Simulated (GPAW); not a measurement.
**GPAW run on Zr₃Sc (P6_3/mmc, 8 atoms in the cell): self-consistent single point**

Level of theory: LDA (Perdew-Wang 92), GPAW PAW datasets LDA (gpaw-data 1.0.1) (plane waves; GPAW 25.7.0).

This input was run:

```python
from ase import Atoms
from ase.units import GPa
from gpaw import GPAW, PW, FermiDirac

atoms = Atoms(['Zr', 'Zr', 'Zr', 'Zr', 'Zr', 'Zr', 'Sc', 'Sc'],
              cell=[[6.520020, 0.000000, 0.000000],
                    [-3.260010, 5.646503, 0.000000],
                    [0.000000, 0.000000, 5.127670]],
              scaled_positions=[[0.167250, 0.832750, 0.250000],
                                [0.832750, 0.167250, 0.750000],
                                [0.334500, 0.167250, 0.750000],
                                [0.665500, 0.832750, 0.250000],
                                [0.167250, 0.334500, 0.250000],
                                [0.832750, 0.665500, 0.750000],
                                [0.333333, 0.666667, 0.750000],
                                [0.666667, 0.333333, 0.250000]],
              pbc=True)

calc = GPAW(mode=PW(800),
            xc='LDA',
            kpts={'size': (3, 3, 4), 'gamma': True},
            occupations=FermiDirac(0.1),
            nbands=-12,
            convergence={'density': 1e-05, 'energy': 1e-05},
            symmetry={'symmorphic': False, 'tolerance': 0.0005},
            maxiter=150)

atoms.calc = calc

energy = atoms.get_potential_energy()
print('Energy (eV):', round(energy, 6))
forces = atoms.get_forces()
print('Forces (eV/Ang):')
print(forces.round(5))
stress = atoms.get_stress()
print('Stress (GPa, Voigt):', (stress / GPa).round(4))
```

Output (repeated stretches shortened):

```
Input parameters:
  convergence: {density: 1e-05,
                energy: 1e-05}
  kpts: {gamma: True,
         size: (3, 3, 4)}
  maxiter: 150
  mode: {ecut: 800.0,
         name: pw}
  nbands: -12
  occupations: {fixmagmom: False,
                name: fermi-dirac,
                width: 0.1}
  symmetry: {symmorphic: False,
             tolerance: 0.0005}

species:
  Zr:
    name: Zirconium
    Z: 40.0
    valence: 12
    core: 28
    charge: 0.0
    file: Zr.LDA.gz

    # Using partial waves for Zr as LCAO basis

  Sc:
    name: Scandium
    Z: 21.0
    valence: 11
    core: 10
    charge: 0.0
    file: Sc.LDA.gz

    # Using partial waves for Sc as LCAO basis

Reference energy: -628202.632598  # eV

Spin-paired calculation

Convergence criteria:
 Maximum [total energy] change in last 3 cyles: 1e-05 eV / valence electron
 Maximum integral of absolute [dens]ity change: 1e-05 electrons / valence electron
 Maximum integral of absolute [eigenst]ate change: 4e-08 eV^2 / valence electron
 Maximum number of scf [iter]ations: 150

Symmetries present (total): 24
Symmetries with fractional translations: 12
36 k-points: 3 x 3 x 4 Monkhorst-Pack grid + [0.000000,0.000000,1/8]
9 k-points in the irreducible part of the Brillouin zone
       k-points in crystal coordinates                weights
   0:     0.00000000    0.00000000    0.00000000          1/36
   1:     0.00000000    0.00000000    0.25000000          2/36
   2:     0.00000000    0.00000000    0.50000000          1/36
   3:     0.33333333    0.00000000    0.00000000          6/36
   4:     0.33333333    0.00000000    0.25000000         12/36
   5:     0.33333333    0.00000000    0.50000000          6/36
   6:     0.33333333    0.33333333    0.00000000          2/36
   7:     0.33333333    0.33333333    0.25000000          4/36
   8:     0.33333333    0.33333333    0.50000000          2/36

Wave functions: Plane wave expansion
  Cutoff energy: 800.000 eV
  Number of coefficients (min, max): 9624, 9716
  Pulay-stress correction: 0.000000 eV/Ang^3 (de/decut=0.000000)

Occupation numbers: Fermi-Dirac:
  width: 0.1000  # eV

Eigensolver

Densities:
  Coarse grid: 45*45*36 grid
  Fine grid: 90*90*72 grid
  Total Charge: 0.000000

Density mixing:
  Method: separate
  Backend: pulay
  Linear mixing parameter: 0.05
  old densities: 5
  Damping of long wavelength oscillations: 50

Hamiltonian:
  XC and Coulomb potentials evaluated on a 90*90*72 grid
  External potential:
    NoExternalPotential

Number of atoms: 8
Number of atomic orbitals: 104
Number of bands in calculation: 59
Number of valence electrons: 94
Bands to converge: occupied

Density initialized from atomic densities
  59 bands from LCAO basis set

Atomic positions and initial magnetic moments

Positions:
   0 Zr    -1.624300    4.702125    1.281918    ( 0.0000,  0.0000,  0.0000)
   1 Zr     4.884310    0.944378    3.845753    ( 0.0000,  0.0000,  0.0000)
   2 Zr     1.635710    0.944378    3.845753    ( 0.0000,  0.0000,  0.0000)
   3 Zr     1.624300    4.702125    1.281918    ( 0.0000,  0.0000,  0.0000)
   4 Zr    -0.000000    1.888755    1.281918    ( 0.0000,  0.0000,  0.0000)
   5 Zr     3.260010    3.757748    3.845753    ( 0.0000,  0.0000,  0.0000)
   6 Sc    -0.000003    3.764337    3.845753    ( 0.0000,  0.0000,  0.0000)
   7 Sc     3.260013    1.882166    1.281918    ( 0.0000,  0.0000,  0.0000)

Unit cell:
           periodic     x           y           z      points  spacing
  1. axis:    yes    6.520020    0.000000    0.000000    45     0.1255
  2. axis:    yes   -3.260010    5.646503    0.000000    45     0.1255
  3. axis:    yes    0.000000    0.000000    5.127670    36     0.1424

  Lengths:   6.520020   6.520020   5.127670
  Angles:   90.000000  90.000000 120.000000

Effective grid spacing dv^(1/3) = 0.1373

     iter     time        total  log10-change:
                         energy   eigst   dens
iter:   1 --:--:--   -60.298596
iter:   2 --:--:--   -60.353006   -0.24  -1.43
iter:   3 --:--:--   -59.528862   -0.46  -1.45
iter:   4 --:--:--   -59.713708   -0.79  -1.89
iter:   5 --:--:--   -60.008003   -1.10  -2.15
iter:   6 --:--:--   -59.860681   -1.91  -1.90
   [... 2 lines left out ...]
iter:   9 --:--:--   -59.590911   -2.39  -2.78
iter:  10 --:--:--   -59.593665   -3.07  -2.88
iter:  11 --:--:--   -59.592344   -3.10  -2.91
iter:  12 --:--:--   -59.593903   -3.09  -3.29
iter:  13 --:--:--   -59.594072   -3.55  -3.27
iter:  14 --:--:--   -59.594341c  -3.69  -3.26
iter:  15 --:--:--   -59.594121c  -4.07  -3.19
iter:  16 --:--:--   -59.594348c  -4.20  -3.19
iter:  17 --:--:--   -59.595089   -4.17  -3.15
iter:  18 --:--:--   -59.593622   -4.25  -3.06
iter:  19 --:--:--   -59.593770   -4.85  -3.24
iter:  20 --:--:--   -59.593161c  -4.45  -3.20
iter:  21 --:--:--   -59.592933c  -4.27  -3.32
iter:  22 --:--:--   -59.593127c  -3.97  -3.36
iter:  23 --:--:--   -59.592994c  -4.45  -3.40
iter:  24 --:--:--   -59.592946c  -4.77  -3.44
iter:  25 --:--:--   -59.593026c  -4.60  -3.54
   [... 9 lines left out ...]
iter:  35 --:--:--   -59.592867c  -7.07  -4.69
iter:  36 --:--:--   -59.592868c  -6.81  -4.70
iter:  37 --:--:--   -59.592870c  -6.44  -4.76
iter:  38 --:--:--   -59.592869c  -6.90  -4.78
iter:  39 --:--:--   -59.592869c  -7.32  -4.83
iter:  40 --:--:--   -59.592867c  -7.70c -4.80
iter:  41 --:--:--   -59.592869c  -7.46c -4.87
iter:  42 --:--:--   -59.592867c  -7.50c -4.78
iter:  43 --:--:--   -59.592868c  -7.85c -4.82
iter:  44 --:--:--   -59.592867c  -7.49c -4.78
iter:  45 --:--:--   -59.592867c  -7.46c -4.95
iter:  46 --:--:--   -59.592868c  -7.80c -5.01c

Converged after 46 iterations.

Dipole moment: (-0.000000, 0.000000, -0.000000) |e|*Ang

Energy contributions relative to reference atoms: (reference = -628202.632598)

Kinetic:         -5.630102
Potential:       -0.065107
External:        +0.000000
XC:             -56.428579
Entropy (-ST):   -0.214421
Local:           +2.638131
SIC:             +0.000000
--------------------------
Free energy:    -59.700078
Extrapolated:   -59.592868

Showing only first 2 kpts
 Kpt  Band  Eigenvalues  Occupancy
  0    45      8.17340    0.46129
  0    46      8.65951    0.00463
  0    47      8.80368    0.00110
  0    48      8.80369    0.00110

  1    45      7.37468    1.99774
  1    46      8.63469    0.00593
  1    47      9.03932    0.00010
  1    48      9.03933    0.00010

Fermi level: 8.05293

No gap
No difference between direct/indirect transitions
Energy (eV): -59.592868

Forces in eV/Ang:
  0 Zr   -0.08382    0.04839   -0.00000
  1 Zr    0.08382   -0.04839   -0.00000
  2 Zr   -0.08382   -0.04839    0.00000
  3 Zr    0.08382    0.04839    0.00000
  4 Zr    0.00000   -0.09679   -0.00000
  5 Zr    0.00000    0.09679   -0.00000
  6 Sc    0.00000    0.00000   -0.00000
  7 Sc    0.00000   -0.00000   -0.00000

Stress tensor:
     0.045421     0.000000     0.000000
     0.000000     0.045421     0.000000
     0.000000     0.000000     0.039847
Stress (GPa, Voigt): [7.2772 7.2772 6.3842 0.     0.     0.    ]
```

The run converged in 46 iterations. GPAW prints stress with tension positive.

The starting cell comes from a database of computed structures (which also holds hypothetical and non-ambient phases and stackings), without a prior relaxation at this level. With a pressure of about -7 GPa the cell is away from its equilibrium volume at this level.

Cost on one core of a shared machine: roughly 7 min.
